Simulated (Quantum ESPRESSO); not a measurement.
Habitual settings against a tight run: ZrHg3 (Pm-3m, 4 atoms in the cell)

Self-consistent single point.

```
ZrHg3
1.0
    4.32453     0.00000     0.00000
    0.00000     4.32453     0.00000
    0.00000     0.00000     4.32453
Zr Hg
1 3
Direct
  0.00000   0.00000   0.00000
  0.50000   0.50000   0.00000
  0.00000   0.50000   0.50000
  0.50000   0.00000   0.50000
```

Computed with PBEsol, GBRV 1.5 ultrasoft (PBESOL) pseudopotentials (plane waves; Quantum ESPRESSO).

Base settings: ecutwfc = 40 Ry; ecutrho = 320 Ry; occupations = smearing; smearing = methfessel-paxton; degauss = 0.0073499 Ry; potentials = {Zr: zr_pbesol_v1.uspp.F.UPF, Hg: hg_pbesol_v1.uspp.F.UPF}; K_POINTS = automatic 6 6 6 0 0 0; conv_thr = 1e-09 Ry.

Tight run (finer mesh or higher cutoff; not a proven limit): ecutwfc: 40 Ry → 56 Ry; ecutrho: 320 Ry → 448 Ry; conv_thr: 1e-09 Ry → 7.3e-11 Ry; K_POINTS: automatic 6 6 6 0 0 0 → automatic 9 9 9 0 0 0. It gave Fermi level (on the code's own zero) 14.59 eV; pressure 2.92 GPa.

Quick runs, as changes from the base:
- A: the base itself
- B: ecutwfc: 40 Ry → 20 Ry; ecutrho: 320 Ry → 160 Ry; pseudopotentials: {Zr: zr_pbesol_v1.uspp.F.UPF, Hg: hg_pbesol_v1.uspp.F.UPF} → {Zr: zr_lda_v1.uspp.F.UPF, Hg: hg_lda_v1.uspp.F.UPF}; K_POINTS: automatic 6 6 6 0 0 0 → automatic 2 2 2 0 0 0 [LDA (PZ)]
- C: ecutwfc: 40 Ry → 20 Ry; ecutrho: 320 Ry → 160 Ry; conv_thr: 1e-09 Ry → 7.3e-05 Ry; K_POINTS: automatic 6 6 6 0 0 0 → automatic 4 4 4 0 0 0
- D: ecutwfc: 40 Ry → 32 Ry; ecutrho: 320 Ry → 256 Ry; smearing: methfessel-paxton → marzari-vanderbilt; degauss: 0.0073499 Ry → 0.019992 Ry; pseudopotentials: {Zr: zr_pbesol_v1.uspp.F.UPF, Hg: hg_pbesol_v1.uspp.F.UPF} → {Zr: zr_lda_v1.uspp.F.UPF, Hg: hg_lda_v1.uspp.F.UPF} [LDA (PZ)]
- E: ecutwfc: 40 Ry → 28 Ry; ecutrho: 320 Ry → 224 Ry; K_POINTS: automatic 6 6 6 0 0 0 → automatic 4 4 4 0 0 0
- F: ecutwfc: 40 Ry → 24 Ry; ecutrho: 320 Ry → 192 Ry; pseudopotentials: {Zr: zr_pbesol_v1.uspp.F.UPF, Hg: hg_pbesol_v1.uspp.F.UPF} → {Zr: zr_lda_v1.uspp.F.UPF, Hg: hg_lda_v1.uspp.F.UPF} [LDA (PZ)]

Energies are extrapolated to zero smearing width, which holds to low order in the width alone (under cold and Methfessel-Paxton smearing the free energy itself is taken).

Dashes: energy of B, D, F, another energy zero; time of B, C, E, F, under 30 s; pressure of C, not trusted under this conv_thr with d or f elements.

† marks runs with another functional, U, potentials or spin treatment: their distance from the tight run is not a convergence error alone.

The count of work is k-points × plane waves × bands × iterations; it is no time. Core times come from one kind of shared machine and are given to one figure; runs under 30 s give none.

The starting cell comes from a database of computed structures (which also holds hypothetical and non-ambient phases and stackings), without a prior relaxation at this level. Its lattice was rescaled by a random factor within 2.5 % of one.

```
run  energy less tight (meV/atom)  pressure less tight (GPa)  count of work / tight  core time / tight (rough)
---  ----------------------------  -------------------------  ---------------------  -------------------------
A                             9.2                       0.05                   0.35                        0.5
B†                              –                      -9.60                  0.025                          –
C                           103.5                          –                  0.031                          –
D†                              –                      -3.21                   0.23                        0.3
E                            49.5                       0.39                  0.095                          –
F†                              –                      -3.34                   0.14                          –
```

Among the runs at the tight run's level, the energy misses run from 9.2 to 103.5 meV/atom.
